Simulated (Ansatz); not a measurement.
MgS: band gap against strain

MgS (rock salt, Fm-3m, 17.607 Å³/atom at rest, cube axes along x, y and z) under an equal strain ε along all three axes. r2SCAN in Ansatz, a plane-wave DFT program (PAW, default set), 500 eV, 11×11×11 Γ-centred mesh, Fermi-Dirac smearing 0.05 eV; ions are relaxed within the symmetry of each cell. Gaps are the smallest over the k-mesh and a band path, without spin-orbit coupling; in all rows the valence edge lies at Γ and the conduction edge at about 1.2 Å⁻¹ from Γ.

Here s stands for strain and Eg for gap.

| strain (%) | gap (eV) |
|---|---|
| -3.00 | ? |
| -1.50 | 3.56 |
| -1.00 | 3.53 |
| -0.50 | 3.49 |
| 0.00 | 3.46 |
| 0.50 | 3.43 |
| 1.00 | 3.40 |
| 1.50 | 3.37 |

Taking a straight line for Eg over the 7 complete rows: Means: s 0, Eg 3.463. About the means, the sum of products is -0.44500 and the sum of squares of s is 7.0000; the slope is their ratio. Least squares gives Eg = 3.463 - 0.0636·s. Residuals (row less fit): 0.002, 0.003, -0.005, -0.003, -0.001, 0.001, 0.002; standard error 0.003 (degrees of freedom: 5). Over these rows the gap moves by -6.4 ± 0.1 eV per unit strain, or -2.1 eV per unit of ln V.

Question: Estimate the missing Eg (s = -3.00); what did the run itself give?

Answer: Eg = 3.463 - 0.0636 × (-3.0) = 3.654 eV. The calculation gives 3.65 eV, which the fit meets to the printed digits. The row lies outside the fitted rows, so this is an extrapolation. The fitted rows scatter only by rounding.

Other structures, which can take over under pressure, weren't tried. Rows are the converged runs of the series near zero and its far end; series whose fitted rows scatter by over a few per cent of the range, as at a crossing or softening among them, aren't shown in this form. Most that stay on the fit to the last digits aren't either.
